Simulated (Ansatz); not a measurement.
GaN under a change: biaxial strain +2.00 %, plane normal [001], relaxed out of plane

The reference is GaN in the zinc blende structure (space group F-43m, No. 216; a = 4.498 Å). Axes: x, y, z lie along the cube axes.

Perturbation: tensile biaxial strain of 2.00 % in the plane normal to [001], as in epitaxy on a mismatched substrate; the out-of-plane cell vector and the atoms relax.

Level of theory: Ansatz (a program for electronic structure), r2SCAN, PAW, cutoff 500 eV, no spin-orbit coupling. k-mesh 13×13×13 (Γ-centred); smearing 0.05 eV (Fermi–Dirac).

- Volume per atom = 11.57 Å³ (base 11.37 Å³)
- Space group = I-4m2 (No. 119) (base F-43m (No. 216))
- Shortest interatomic distance = 1.960 Å (base 1.948 Å)
- Energy relative to the base (free energy F) = +7.4 meV/atom
- Pressure (mean of the normal stresses, compression positive) = -3.40 GPa (base 0.00 GPa)
- Band gap = 1.93 eV (base 2.17 eV)
- Gap character = direct at Γ (base direct at Γ)
- Hole mass = 0.17 mₑ out of plane, 0.84 mₑ in plane (at Γ)
- Valence-band top at Γ (three highest levels, from the VBM) = 0.00, -0.18, -0.18 eV (base 0.00, 0.00, 0.00 eV)
- Out-of-plane strain = -2.21 %
- Ratio −ε⊥/ε∥ = 1.10
- Mean in-plane stress (compression positive) = -5.1 GPa

Masses are band curvatures over ±0.01 Å⁻¹ around the edge. Whether these cells are dynamically stable was not tested. This is not the structure that GaN has at room temperature and ambient pressure. Labels are those of the standard path for the cell's own space group.
